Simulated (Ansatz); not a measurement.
Start from WC (space group P-6m2, No. 187; a = 2.899 Å, c = 2.827 Å; relaxed with 0.1 eV smearing).

Level of theory: Kohn–Sham DFT with the PBEsol functional, run in Ansatz (a program for electronic structure) with PAW and 420 eV plane waves, no spin-orbit coupling.

For the base:

* **Pressure**: 0.0 GPa
* **Band gap**: zero

The change: every lattice vector is stretched by 2.00 %; the atoms relax in the strained cell.

Q: Predict the new energy relative to the base, pressure and band gap.

A: The energy goes up by 44 meV/atom; the pressure (mean of the normal stresses, compression positive) goes from zero to -21.5 GPa; the band gap stays zero.

Stability against distortions was not tested. All final runs are without spin polarisation.
